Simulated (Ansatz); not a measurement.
# Effect of isotropic strain −1.84 % on Si

The reference is Si (space group Pm-3n, No. 223; a = 4.8663 Å; a model cell, its experimental status unchecked).

One thing is altered: the cell is scaled by 0.9816 in all directions; the atoms relax in the strained cell.

Calculations: Kohn–Sham DFT with the PBEsol functional, run in Ansatz (a first-principles code) with PAW and 420 eV plane waves, spin-orbit coupling left out. Γ-centred 10×10×10 mesh, Fermi–Dirac width 0.05 eV.

| quantity | base | changed | shift |
|---|---|---|---|
| volume per atom | 14.41 Å³ | 13.62 Å³ | -0.781 Å³ |
| space group | Pm-3n (No. 223) | Pm-3n (No. 223) | – |
| energy relative to the base (free energy F) | 0 meV/atom | +13 meV/atom | +13 meV/atom |
| pressure | 0.0 GPa | 5.8 GPa | +5.8 GPa |
| band gap | zero | zero | – |

Whether these cells are dynamically stable was not tested. This is not the structure that Si has at room temperature and ambient pressure.
